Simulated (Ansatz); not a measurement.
The starting structures come from a database of crystals and need not be the phases stable at ambient conditions.

Tunnelling through a barrier is set by its complex band structure: the current falls as exp(−2κd) with the smallest κ.

Here is the system:

```yaml
crystal:
  lattice:
    - [5.52989, 0.00000, 0.00000]
    - [2.69907, 4.82646, 0.00000]
    - [-2.69907, -1.58306, 4.55946]
  atoms:
    - { symbol: La, position: [0.25178, 0.25178, 0.74822] }
    - { symbol: La, position: [0.75178, 0.75178, 0.24822] }
    - { symbol: Ga, position: [0.50361, 0.50361, 0.49639] }
    - { symbol: Ga, position: [0.00361, 0.00361, 0.99639] }
    - { symbol: O, position: [0.75741, 0.32431, 0.81518] }
    - { symbol: O, position: [0.18482, 0.75741, 0.67569] }
    - { symbol: O, position: [0.32431, 0.18482, 0.24259] }
    - { symbol: O, position: [0.25741, 0.68482, 0.17569] }
    - { symbol: O, position: [0.68482, 0.82431, 0.74259] }
    - { symbol: O, position: [0.82431, 0.25741, 0.31518] }
```

Space group of this cell: R3c. The cell is taken as given; by r2SCAN its mean pressure is -4.8 GPa.

Transport runs along the normal of the first two printed cell vectors, the (101) plane of the conventional cell.

The gap is the functional's own, uncorrected, and κ follows it; spin-orbit coupling is left out. Mid-gap values are interpolated between the computed energies.

**Question.** Predict the band gap and the smallest decay constant κ at mid-gap from Ansatz (a program for electronic structure) with r2SCAN.

**Answer.** Gap 4.05 eV on a 8×8×8 mesh; κ = 0.377 1/Å, at the zone centre.
